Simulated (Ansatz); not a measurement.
## Response to strain in HfN

The reference is HfN in the rock salt structure (space group Fm-3m, No. 225; a = 4.502 Å; relaxed with 0.1 eV smearing).

Strains are applied to the cell and any free atomic positions relax.

The values are results of Kohn–Sham DFT with the PBEsol functional, run in Ansatz (an electronic-structure program) with PAW and 420 eV plane waves, without spin-orbit coupling, not measurements.

```
isotropic strain (%)  pressure (GPa)
--------------------  --------------
-3                              31.5
-2.5                               ?
-2                              19.6
-1.5                            14.2
0                                0.0
0.5                             -4.1
1                               -7.9
2.5                            -17.9
3                              -20.8
```

Task: Fit P = P₀ − Bδ + Cδ² with δ = (1 + ε)³ − 1 to the rows shown and predict the withheld row.

Result: Least squares on the printed values gives P₀ = 0.0 GPa, B = 292 GPa, C = 748 GPa (largest residual 0.3 GPa); this predicts 25.4 GPa, and the run gives 25.3 GPa, in agreement.

Whether these cells are dynamically stable was not tested. All final runs are without spin polarisation. An odd electron count without spin: HfN.
